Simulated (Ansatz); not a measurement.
Take BiPt in the NiAs type structure (space group P6_3/mmc, No. 194; a = 4.361 Å, c = 5.493 Å; relaxed with 0.1 eV smearing) as the base. Axes: x lies along a and z along c of the hexagonal cell.

Calculations: PBEsol (Ansatz, an electronic-structure program), no spin-orbit coupling.

Strains are applied to the cell and any free atomic positions relax; under stress the whole cell relaxes.

One change was made to it. Results:

```json
[
 {"quantity": "energy relative to the base (free energy F)", "base": "0 meV/atom", "after": "+22 meV/atom"},
 {"quantity": "shortest interatomic distance", "base": "2.746 Å", "after": "2.746 Å"}
]
```

Question: Which change produced these results?
A) uniaxial strain ε_zz = −0.63 %
B) isotropic strain +0.41 %
C) uniaxial stress, 3 GPa tension along z
D) uniaxial strain ε_xx = −4.34 %

Answer: D, uniaxial strain ε_xx = −4.34 %. For comparison, the energy relative to the base in the other runs: isotropic strain +0.41 % gives +1.3 meV/atom; uniaxial stress, 3 GPa tension along z gives +4.8 meV/atom; uniaxial strain ε_zz = −0.63 % gives +0.6 meV/atom.

Stability under load was not tested beyond the relaxation. The final runs are not spin-polarised.
